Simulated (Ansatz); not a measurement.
A self-consistent single point of Sr₂CdPt₂ (Imm2, 5 atoms in the cell) with Ansatz (a first-principles code).

Method: PBEsol, default PAW files made with PBE (plane waves; Ansatz).

```yaml
crystal:
  lattice:
    - [-2.29031, 2.99801, 4.59499]
    - [2.29031, -2.99801, 4.59499]
    - [2.29031, 2.99801, -4.59499]
  atoms:
    - { symbol: Sr, position: [0.30495, 0.80495, 0.50000] }
    - { symbol: Sr, position: [0.70049, 0.20049, 0.50000] }
    - { symbol: Cd, position: [0.00000, 0.00000, 0.00000] }
    - { symbol: Pt, position: [0.72608, 0.50000, 0.22608] }
    - { symbol: Pt, position: [0.27392, 0.50000, 0.77392] }
```

Reference input (self-consistent single point, DFT, PBEsol, plane waves, default PAW files made with PBE): basis.ecutwfc = 420 eV; kpoints.mp_grid.grid = 7 7 7; hamiltonian.xc = pbesol; hamiltonian.pseudopotentials = {kind: paw} (the program's default PAW files); scf.occupations.method = gaussian; scf.occupations.width = 0.1 eV. This run's input differs from it in these lines:

Ansatz 0.2 input:
```diff
@@ -14,3 +14,3 @@
 kpoints:
-  mp_grid: { grid: [7, 7, 7] }
+  mp_grid: { grid: [12, 12, 12] }
 hamiltonian:
@@ -19,3 +19,3 @@
 scf:
-  occupations: { method: gaussian, width: 0.1 }
+  occupations: { method: gaussian, width: 0.02 }
 output:
```

The program printed (abridged):

```
SCF iter   1: F=—  HF=-39939.597174 eV  |F-HF|=—  |Δ(HF+E_count)|=         —  Δρ=4.78e-3  dr2=3.73e-2  ethr=1.77e-3  ⟨swp⟩=8.8  Hψ=59450  notcnv=0  defer=17
all-band conjugate gradients solve this SCF's bands
preconditioner: auto → Kerker (q_TF=auto, 2.507 Å⁻¹)
SCF iter   2: F=—  HF=-39939.593446 eV  |F-HF|=—  |Δ(HF+E_count)|=   3.73e-3  Δρ=1.82e-3  dr2=6.81e-3  ethr=4.91e-5  ⟨swp⟩=2.3  Hψ=21900  notcnv=0  defer=640
   [... lines left out ...]
SCF iter   5: F=—  HF=-39939.592018 eV  |F-HF|=—  |Δ(HF+E_count)|=   8.12e-5  Δρ=1.29e-4  dr2=4.93e-5  ethr=6.19e-7  ⟨swp⟩=2.0  Hψ=14933  notcnv=0  defer=640
SCF iter   6: F=—  HF=-39939.592014 eV  |F-HF|=—  |Δ(HF+E_count)|=   4.17e-6  Δρ=5.43e-5  dr2=6.73e-6  ethr=6.49e-8  ⟨swp⟩=2.0  Hψ=15865  notcnv=0  defer=640
SCF iter   7: F=—  HF=-39939.592012 eV  |F-HF|=—  |Δ(HF+E_count)|=   1.22e-6  Δρ=1.25e-5  dr2=3.13e-7  ethr=8.86e-9  ⟨swp⟩=2.0  Hψ=15764  notcnv=0  defer=640
SCF iter   8: F=-39939.592012 eV  HF=-39939.592012 eV  |F-HF|=4.99e-9  |Δ(HF+E_count)|=   3.46e-8  Δρ=3.36e-6  dr2=1.47e-8  ethr=1.32e-10  ⟨swp⟩=10.7  Hψ=62234  notcnv=0
SCF 1 converged in 8 iterations: F = -39939.592012 eV  dr2 = 1.47e-8
Free energy (F): -39939.592012 eV
Internal energy: -39939.591429 eV  (E = F + TS)
E sigma→0 (E₀):  -39939.591721 eV
Entropy (-TS):   -0.000584 eV (-0.117 meV/atom)
Fermi energy:    12.302549 eV
--- Forces (eV/Å), atoms counted from 1 ---
  atom   1  Sr     0.00000000    -0.00000000    -0.21635346
  atom   2  Sr     0.00000000     0.00000000     0.07537178
  atom   3  Cd     0.00000000     0.00000000     0.03706622
  atom   4  Pt     0.00000000     0.05769036     0.05196085
  atom   5  Pt     0.00000000    -0.05769036     0.05196085
--- Stress (GPa, compression-positive) ---
       -3.231820      -0.000000       0.000000
       -0.000000      -3.464715      -0.000000
        0.000000      -0.000000      -1.967764
  P = ⅓ Tr σ = -2.8881 GPa (-28.881 kbar)
  The stress holds the Pulay correction. Without it, at fixed plane waves, as pw.x and ABINIT print it: P = -2.9099 GPa
```

The run converged in 8 iterations. Against the reference run the free energy goes up by 3.8 meV/atom, the pressure stays near -2.89 GPa while the yy stress (positive for compression) goes from -3.13 to -3.46 GPa and the largest force goes from 0.202 to 0.216 eV/Å.

The starting cell comes from a database of computed structures (which also holds hypothetical and non-ambient phases and stackings), without a prior relaxation at this level. Its lattice was rescaled by up to half a per cent. One atom was moved a little off its site on purpose. Spin polarisation is off. Ansatz's pressure includes its estimate of the finite-basis (Pulay) stress.

Cost on one core of a shared machine: roughly 3 min.
